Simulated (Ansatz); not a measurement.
H2O on the 1x1 (100) surface of rock-salt MgO (cut with top plane Mg + O), one in a 2x2 cell, energies for each (36.2 Å²). Energies are against H2O(g), without zero-point or thermal terms; each row is named by its start. No converged result for: 2 more starts.

Host crystal: rock-salt MgO, with a band gap (PBE, scalar-relativistic without spin-orbit coupling).

Method: PBE (plane waves to 420 eV, PAW; Ansatz, a quantum-chemistry and plane-wave program).

Model: 35-atom slab, 6.4 Å thick at the start under the adsorbate (thin: gaps and levels are the slab's own), 3x3x1 mesh, Fermi-Dirac 0.01 eV, dipole correction, 16 atoms held, the rest relaxed; each run with such symmetry as its start has; no spin, no spin-orbit, no U, no dispersion correction.

A negative adsorption energy means that the adsorbate is more stable on the surface than in its reference. Heights count from the host atoms within 0.3 Å of the top one.

| starting site | E_ads (eV) | height (Å) | nearest host atom (Å) | bonded to | change of the vacuum step (eV) | lateral drift (Å) |
|---|---|---|---|---|---|---|
| hollow Mg-Mg-O-O | -0.04 | 3.44 | O 3.61 | none within bonding distance | 0.24 | 0.3 |
| bridge Mg-O (span 2.1 Å) | -0.46 | 2.21 | Mg 2.24 | Mg | 0.13 | 0.4 |
